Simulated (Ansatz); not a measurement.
The reference is PbF2 in the fluorite structure (space group Fm-3m, No. 225).

```
PbF2
1.0
    0.00000     3.00037     3.00037
    3.00037     0.00000     3.00037
    3.00037     3.00037     0.00000
Pb F
1 2
Cartesian
  0.00000   0.00000   0.00000
  1.50019   1.50019   1.50019
  4.50056   4.50056   4.50056
```

Method: Ansatz (a quantum-chemistry and plane-wave program), PBE, PAW, cutoff 420 eV, scalar-relativistic without spin-orbit coupling.

Before the change:

Density: 7.54 g/cm³
Band gap: 4.42 eV
Width of the top valence band: 1.76 eV
Smallest direct gap: 4.56 eV
Gap character: indirect, W → X

One thing is altered: cell and atoms relaxed at a pressure of 45 GPa.

Problem. What happens to the density, band gap, width of the top valence band, smallest direct gap and gap character?

Solution. The density grows by 2.818 g/cm³ to 10.35 g/cm³; the band gap decreases by 0.317 eV to 4.11 eV; the width of the top valence band goes up by 2.47 eV, from 1.76 eV to 4.23 eV; the smallest direct gap drops by 0.18 eV (4.56 eV → 4.38 eV); the gap character goes from indirect, W → X to indirect, W → Γ–X (80 % along).

Spin-orbit coupling, missing from the scalar runs, can matter with Pb. Load acts through the strain it causes; cell and atoms are relaxed under it. Stability against distortions was not tested. No other phases were tried under pressure.
